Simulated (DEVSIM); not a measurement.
Structure: Schottky contact on n-type GaP, at 350 K.

Layer 1 from the left is GaP, thickness (μm) 0.680, Nd (cm⁻³) 4.1e16, τn (s) 1.5e-7, τp (s) 1.5e-7.

Left contact: Schottky, work function 5.55 eV, emission velocity 9e6 cm/s. Right contact: ohmic. Voltage is applied to the left contact. Recombination: SRH at mid-gap, Auger. Mobility is μmin + (μ − μmin)/(1 + (N/Nref)^α).

Constants are typed, rounded textbook-type inputs, not results; the design itself was drawn at random and stands for no fabricated device. Values at 300 K; Nc and Nv go as T^1.5, mobilities as T to minus their exponent, the gap by Varshni's rule with the affinity fixed.

GaP: gap (eV) 2.26, affinity (eV) 3.8, permittivity 11.1, Nc (cm⁻³) 1.8e19, Nv (cm⁻³) 1.9e19, μn (cm²/Vs) 250, μp (cm²/Vs) 150, μn,min 10, μp,min 10, Nref,n 4.4e18, Nref,p 1e18, αn 0.8, αp 0.85, T exponent of μn 1.6, T exponent of μp 1.98, Cn (cm⁶/s) 1e-30, Cp (cm⁶/s) 1e-30, Varshni α (eV/K) 0.00058, Varshni β (K) 372.

DEVSIM, 1D drift-diffusion, Boltzmann statistics, complete ionisation; no tunnelling, impact ionisation, image-force lowering or self-heating. Metal contacts follow the ideal Schottky-Mott rule: no Fermi-level pinning, no interface dipoles.

Dark forward current:

| |V| (V) | |J| (A/cm²) |
|---|---|
| 0.30 | 1.598e-13 |
| 0.35 | 4.640e-13 |
| 0.40 | 1.556e-12 |
| 0.45 | 6.100e-12 |
| 0.50 | 2.709e-11 |
| 0.55 | 1.301e-10 |
| 0.60 | 6.519e-10 |
| 0.65 | 3.332e-9 |
| 0.70 | 1.718e-8 |
| 0.75 | 8.891e-8 |
| 0.80 | 4.606e-7 |
| 0.85 | 2.386e-6 |
| 0.90 | 1.234e-5 |
| 0.95 | 6.379e-5 |
| 1.00 | 0.0003290 |
| 1.05 | 0.001692 |
| 1.10 | 0.008679 |
| 1.15 | 0.04432 |
| 1.20 | 0.2250 |
| 1.25 | 1.131 |
| 1.30 | 5.582 |
| 1.35 | 26.27 |
| 1.40 | 108.4 |
| 1.45 | 339.4 |
| 1.50 | 763.3 |
| 1.55 | 1339 |

Question: Work out the local ideality factor n = ΔV / (kT/q · ln(J2/J1)) between the rows 0.30 and 0.35 V, 0.75 and 0.80 V, 1.50 and 1.55 V.

Answer: kT/q = 30.16 mV. From 0.30 to 0.35 V: ln(4.640e-13/1.598e-13) = 1.066, n = 1.56. From 0.75 to 0.80 V: ln(4.606e-7/8.891e-8) = 1.645, n = 1.01, near the 1 of diffusion or emission over a barrier. From 1.50 to 1.55 V: ln(1339/763.3) = 0.562, n = 2.95; the layers' resistance at their doping, Σ W/(qμN) = 5.4e-5 Ω cm², would take 31 mV of this step of 50 mV.

Question: Estimate the current at 0.90 V for emission alone, J0 = q v N_band exp(−φB/kT), and read the barrier back from the simulated current.

Answer: φB = 1.750 eV, N_band = 2.27e19 cm⁻³, J0 = 2.07e-18 A/cm²; J = J0 (exp(qV/kT) − 1) = 1.88e-5 A/cm². The simulation gives 1.23e-5 A/cm²; the estimate lies 53 % above. Read backwards, the simulated current gives an apparent barrier of 1.763 eV. The estimate leaves out transport through the depletion region and minority injection.
